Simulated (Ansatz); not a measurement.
# A computed series for WC: pressure series

The parent structure is WC (space group P-6m2, No. 187; a = 2.922 Å, c = 2.847 Å).

Cell and atoms are relaxed at each pressure.

Levels (all Ansatz, an electronic-structure program, PAW): PBE (420 eV, scalar-relativistic without spin-orbit coupling); r2SCAN (500 eV, spin-orbit coupling left out).

The base cell above is that of PBE; each level relaxes its own structures.

```json
[
 {"case": "pressure −2 GPa", "volume per atom, PBE": "10.58 Å³", "volume per atom, r2SCAN": "10.47 Å³"},
 {"case": "pressure −1 GPa", "volume per atom, PBE": "10.55 Å³", "volume per atom, r2SCAN": "10.44 Å³"},
 {"case": "pressure 1.8 GPa", "volume per atom, PBE": "10.48 Å³", "volume per atom, r2SCAN": "10.37 Å³"},
 {"case": "pressure 4.2 GPa", "volume per atom, PBE": "10.41 Å³", "volume per atom, r2SCAN": "10.31 Å³"},
 {"case": "pressure 9 GPa", "volume per atom, PBE": "10.29 Å³", "volume per atom, r2SCAN": "10.19 Å³"},
 {"case": "pressure 18 GPa", "volume per atom, PBE": "10.08 Å³", "volume per atom, r2SCAN": "10.00 Å³"},
 {"case": "pressure 30 GPa", "volume per atom, PBE": "9.83 Å³", "volume per atom, r2SCAN": "9.76 Å³"},
 {"case": "pressure 45 GPa", "volume per atom, PBE": "9.56 Å³", "volume per atom, r2SCAN": "9.49 Å³"},
 {"case": "pressure 60 GPa", "volume per atom, PBE": "9.32 Å³", "volume per atom, r2SCAN": "9.26 Å³"}
]
```

PBE lies above r2SCAN in every row, by 0.06 Å³ to 0.11 Å³. They put the cases in the same order.

Load acts through the strain it causes; cell and atoms are relaxed under it. No phonon test of stability was made. No other phases were tried under pressure. The final runs are not spin-polarised.
